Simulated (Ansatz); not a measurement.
Take LaRu₂ in the cubic Laves (MgCu2 type) structure (space group Fd-3m, No. 227; a = 7.601 Å) as the base.

Calculations: PBEsol (Ansatz, an electronic-structure program, PAW, without spin-orbit coupling).

Base values:

Volume per atom: 18.29 Å³

It is then changed as follows: every Ru is replaced by Bi; the structure is relaxed again.

Tabulated Pauling electronegativity and covalent radius: Ru 2.20, 1.46 Å; Bi 2.02, 1.48 Å.

Q: What happens to the volume per atom?

A: The volume per atom goes up by 13.802 Å³, from 18.29 Å³ to 32.10 Å³.

No phonon test of stability was made. As relaxed here, LaBi2 is a hypothetical phase, not in the database extracts checked. The final runs are not spin-polarised.
